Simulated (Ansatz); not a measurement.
Relaxation of the outer planes of the (111) surface of fcc Au in its 1x1 cell (the real clean face reconstructs), outermost plane spacing 2.40 Å in the ideal cut.

Level of theory: PBE (plane waves to 420 eV, PAW; Ansatz, a quantum-chemistry and plane-wave program).

Slab: 15 atoms, 33.6 Å thick at the start; k 15x15x1, smearing 0.1 eV, dipole-corrected; all atoms relaxed; start symmetry kept, larger cells not searched; no spin, no spin-orbit, no U.

| plane | atoms | bulk spacing to the next (Å) | relaxed spacing (Å) | change (%) | rumpling (Å) |
|---|---|---|---|---|---|
| 1 | Au | 2.400 | 2.426 | 1.1 | 0.00 |
| 2 | Au | 2.400 | 2.393 | -0.3 | 0.00 |
